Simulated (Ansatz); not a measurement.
Results of PBEsol in Ansatz (PAW) for hexagonal WC.

Settings: plane-wave cutoff 520 eV, 24×24×22 k mesh (along the axes of the cell as run), Fermi–Dirac smearing 0.054 eV (set by the program), no spin polarisation, scalar-relativistic PAW data made under PBE.

Cell (measured lattice):

```cif
data_CW
_chemical_formula_sum 'W1 C1'
_space_group_name_H-M_alt 'P-6m2'
_space_group_IT_number 187
_space_group_name_Hall 'P -6 2'
_cell_length_a 2.90650
_cell_length_b 2.90650
_cell_length_c 2.83660
_cell_angle_alpha 90.000
_cell_angle_beta 90.000
_cell_angle_gamma 120.000
loop_
_atom_site_label
_atom_site_type_symbol
_atom_site_symmetry_multiplicity
_atom_site_Wyckoff_symbol
_atom_site_fract_x
_atom_site_fract_y
_atom_site_fract_z
_atom_site_occupancy
W1 W 1 a 0.00000 0.00000 0.00000 1
C1 C 1 f 0.66667 0.33333 0.50000 1
```

Question: Predict the elastic constant C13, elastic constant C12, Poisson ratio, Voigt–Reuss–Hill bulk modulus, elastic constant C11, elastic constant C33, elastic constant C44 and elastic constant C66.

Answer: 
* **elastic constant C13**: 177 GPa
* **elastic constant C12**: 228 GPa
* **Poisson ratio**: 0.203
* **Voigt–Reuss–Hill bulk modulus**: 393 GPa
* **elastic constant C11**: 719 GPa
* **elastic constant C33**: 956 GPa
* **elastic constant C44**: 313 GPa
* **elastic constant C66**: 245 GPa

Note: the cell isn't this level's own, so it is under some stress, which shifts stiffness and frequencies.

Elastic constants are with the ions relaxed.

Spin–orbit coupling is not included.

Computed values are for the static lattice.

Computing time: roughly 22 core-minutes.

Ansatz is a first-principles code.
